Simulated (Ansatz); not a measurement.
The parent structure is Ir in the fcc (Cu type) structure (space group Fm-3m, No. 225; relaxed with 0.1 eV smearing).

```
Ir
1.0
    0.00000     1.91555     1.91555
    1.91555     0.00000     1.91555
    1.91555     1.91555     0.00000
Ir
1
Direct
  0.00000   0.00000   0.00000
```

Cartesian axes are those of the cell as printed.

Computed with Kohn–Sham DFT with the PBEsol functional, run in Ansatz (an electronic-structure program) with PAW and 420 eV plane waves, no spin-orbit coupling.

Perturbation: biaxial strain +2.50 %, plane normal [111], relaxed out of plane (Cartesian); in-plane vectors clamped, the third vector and the atoms free.

### Question
Predict the new energy relative to the base, in-plane stress and ratio −ε⊥/ε∥.

### Answer
The energy goes up by 43 meV/atom; the mean in-plane stress (compression positive) comes out as -18.3 GPa; the ratio −ε⊥/ε∥ amounts to 0.50.

No phonon test of stability was made. The final runs are not spin-polarised.
